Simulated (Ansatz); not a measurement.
A user runs Ansatz (a program for electronic structure) on HfSi (I4_1md, 4 atoms in the cell) and asks whether the run is sound. The aim is a self-consistent single point with DFT, PBE, plane waves, default PAW files.

Input:

Ansatz 0.2 input:
```yaml
crystal:
  lattice:
    - [-1.75597900, 1.75597900, 5.94487900]
    - [1.75597900, -1.75597900, 5.94487900]
    - [1.75597900, 1.75597900, -5.94487900]
  atoms:
    - { symbol: Hf, position_ang: [0.00000000, 0.00000000, 8.91731850] }
    - { symbol: Hf, position_ang: [0.00000000, 1.75597900, 0.00000000] }
    - { symbol: Si, position_ang: [0.00000000, -0.00000000, 1.97369983] }
    - { symbol: Si, position_ang: [0.00000000, 1.75597900, 4.94613933] }
basis:
  ecutwfc: 50
kpoints:
  mp_grid:
    grid: [11, 11, 11]
hamiltonian:
  xc: pbe
  pseudopotentials:
    kind: paw
scf:
  occupations:
    method: gaussian
    width: 0.136
output:
  forces: true
  eigenvalues: true
  stress: true
```

Output (repeated stretches shortened):

```
WARN basis.ecutwfc = 50 eV is below the records' recommended cutoff, and the density's cutoff is lower with it unless basis.ecutrho_ratio is high enough to …
WARN ansatz: RAYON_NUM_THREADS=1 ignored (pool sized by the plan → 1); use --threads N
Pseudopotentials: kind: paw
Pseudopotential: Hf, paw, valence charge 26
Pseudopotential: Si, paw, valence charge 4
Crystal: 4 atoms, lattice volume = 73.323 Å³
Basis set: ecut = 50 eV, 55 PW (Γ), exchange–correlation on 30×30×30 points (8 copies of the dense FFT grid, shifted against one another)
Bands: 36, of which v1, the nominal top of the filled ones, is band 30 counted from 1 (29 counted from 0)
Symmetry: 8 space group operations
Space group: I41md (ITA 109), of the structure as read, at distance tolerance 4.2e-5 Å
k-points: 126 of 1331 (time reversal used)
Initial density: superposition of atomic densities (neutral atoms: chi_scale 0, normalization atom), corrected by the library's trained network
Initial wavefunctions: pseudopotential atomic-orbital guess
Eigensolver: davidson
Functional: x = pbe(κ = 0.804, μ = 0.2195149727645171), c = pbe(β = 0.06672455060314922)
SCF iter   1: F=—  HF=-31829.918549 eV  |F-HF|=—  |Δ(HF+E_count)|=         —  Δρ=2.47e0  dr2=4.56e3  ethr=1.77e-3  ⟨swp⟩=1.0  Hψ=7364  notcnv=0
all-band conjugate gradients solve this SCF's bands
preconditioner: auto → LDOS
SCF iter   2: F=—  HF=-26762.421914 eV  |F-HF|=—  |Δ(HF+E_count)|=    5.07e3  Δρ=4.99e-1  dr2=3.55e2  ethr=1.77e-3  ⟨swp⟩=7.4  Hψ=26909  notcnv=0  defer=83
   [... lines left out ...]
SCF iter   7: F=—  HF=-26507.382690 eV  |F-HF|=—  |Δ(HF+E_count)|=   1.06e-3  Δρ=1.86e-4  dr2=3.29e-5  ethr=3.78e-6  ⟨swp⟩=2.0  Hψ=5636  notcnv=0  defer=104
SCF iter   8: F=—  HF=-26507.383498 eV  |F-HF|=—  |Δ(HF+E_count)|=   8.08e-4  Δρ=3.26e-5  dr2=1.32e-6  ethr=5.48e-8  ⟨swp⟩=2.0  Hψ=6692  notcnv=0  defer=104
SCF iter   9: F=-26507.383497 eV  HF=-26507.383497 eV  |F-HF|=2.51e-8  |Δ(HF+E_count)|=   5.39e-7  Δρ=5.12e-6  dr2=3.30e-8  ethr=1.67e-10  ⟨swp⟩=9.5  Hψ=20039  notcnv=0
SCF 1 converged in 9 iterations: F = -26507.383497 eV  dr2 = 3.30e-8
Free energy (F): -26507.383497 eV
Internal energy: -26507.363889 eV  (E = F + TS)
E sigma→0 (E₀):  -26507.373693 eV
Entropy (-TS):   -0.019608 eV (-4.902 meV/atom)
Fermi energy:    24.301668 eV
--- Forces (eV/Å), atoms counted from 1 ---
  atom   1  Hf    -0.00000000     0.00000000     1.29412601
  atom   2  Hf     0.00000000    -0.00000000     1.29412601
  atom   3  Si     0.00000000     0.00000000    -1.30399785
  atom   4  Si    -0.00000000     0.00000000    -1.30399785
--- Stress (GPa, compression-positive) ---
   -12417.679485      -0.000000      -0.000000
       -0.000000  -12417.679485       0.000000
       -0.000000       0.000000  -12506.091962
  P = ⅓ Tr σ = -12447.1503 GPa (-124471.503 kbar)
  The stress holds no Pulay correction (an occupied level lies too near the plane-wave cutoff): it is that at fixed plane waves, as pw.x and ABINIT print it
```

Q: Is anything amiss in this input, and did it matter?

A: The run is not sound. The fault is this: a cutoff meant in Ry typed as a bare number, read as eV. A bare number is read in the key's own unit, and eV, Ry (13.6 eV) and Ha (27.2 eV) lie far apart, so the setting ends up far from the one that was meant. To fix it, convert the value to the unit that the key expects. The run converged in 9 iterations without an error; against the sound input the free energy rises by 1550 eV/atom, the pressure goes from 10.20 to -12450 GPa and the largest force goes from 0.176 to 1.304 eV/Å.

An input that runs soundly differs in these lines (not the only fix; some lines may just follow from the change or write a value another way):
```diff
-basis:
-  ecutwfc: 50
```

With that input, the run converged in 7 iterations: free energy E − TS (on the zero of these files) -32715.0208 eV; Fermi level (on the code's own zero) 15.52 eV; pressure 10.20 GPa; largest force (vector length) 0.176 eV/Å (DFT, PBE, plane waves, default PAW files).

On the sound input: the starting cell was generated: these elements placed on a structure prototype, without a prior relaxation; it need not be a known phase or ordering of this composition. Its lattice was rescaled by a random factor within 2.5 % of one. Spin-orbit coupling is off. With a pressure of about 10 GPa the cell is away from its equilibrium volume at this level. Ansatz's pressure includes its estimate of the finite-basis (Pulay) stress.
